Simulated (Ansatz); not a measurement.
We consider AlB2-type HfB₂, described by RPBE (Ansatz, a quantum-chemistry and plane-wave program, PAW).

Run with plane-wave cutoff 520 eV, 24×24×16 k mesh (along the axes of the cell as run), Fermi–Dirac smearing 0.05 eV, scalar-relativistic PAW data made under PBE.

Equation-of-state points:

| V (Å³/atom) | E − E_lowest (meV/atom) | P (GPa) |
|---|---|---|
| 9.724 | 12.86 | 10.51 |
| 9.926 | 3.11 | 5.00 |
| 10.129 | 0.00 | 0.00 |
| 10.331 | 2.91 | -4.53 |
| 10.534 | 11.26 | -8.63 |

### Question
Estimate the bulk modulus from the pressures at 9.926 and 10.331 Å³/atom, and compare it with a fit to all energies.

### Answer
B = −V dP/dV. Between V = 9.926 and 10.331 Å³/atom, dP/dV = (-4.53 − (5.00))/(10.331 − 9.926) = -23.5 GPa per Å³/atom; at the midpoint 10.128 Å³/atom this gives B ≈ 238 GPa. The third-order Birch–Murnaghan fit gives V0 = 10.129 Å³/atom, B0 = 238 GPa, B′ = 3.9, which lies within 1 % of that estimate.

Shape and atoms are relaxed at each volume.

Measured, for comparison: bulk modulus 282 GPa (room temperature, no zero-point or thermal correction, hydrostatic curve from radial diffraction; as tabulated in Experimental and computational studies of compression and deformation behavior …); equilibrium volume per atom 9.91 Å³/atom (room temperature, no zero-point or thermal correction; as tabulated in Burrage et al. (2022), doi:10.3390/ma15082762). Computed (rounded) less measured: bulk modulus -16 %, equilibrium volume per atom +2.2 %.

Note: the bulk modulus comes from volumes at which shape and atoms were relaxed.

Spin–orbit coupling is not included.

Static lattice: no zero-point or thermal effects.
